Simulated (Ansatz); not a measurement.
# LiSiN (model structure, started from the NaSnP type, P6₃mc, No. 186, 6 atoms in the cell): band gap by level of theory

No measured value is used here.

```
level (code)                   value (eV)
------------------------  ---------------
LDA (Ansatz)              1.07 (indirect)
PBE (Ansatz)              1.09 (indirect)
r²SCAN (Ansatz)           1.29 (indirect)
HSE06 (Ansatz)            1.64 (indirect)
PBE0 (Ansatz)             2.26 (indirect)
G0W0@PBEsol (Ansatz)      1.70 (indirect)
G0W0@PBEsol+SOC (Ansatz)             1.70
```

Computed values are for a static lattice.  G0W0@PBEsol, G0W0@PBEsol+SOC: the correction to the complete basis was taken at k points off the band edges. G0W0@PBEsol+SOC: spin–orbit coupling enters as the shift of the gap found with a semilocal functional. Values are at the PBEsol cell. Cutoffs and k meshes differ between the levels. Ansatz's density-functional and Hartree–Fock values are scalar-relativistic unless marked +SOC, with PAW data made under PBE.

A model structure was made by putting elements into a prototype or built by hand; it is no filed structure, need not be a known phase, and can be a saddle point held by its symmetry.

Ansatz is a quantum-chemistry and plane-wave program.
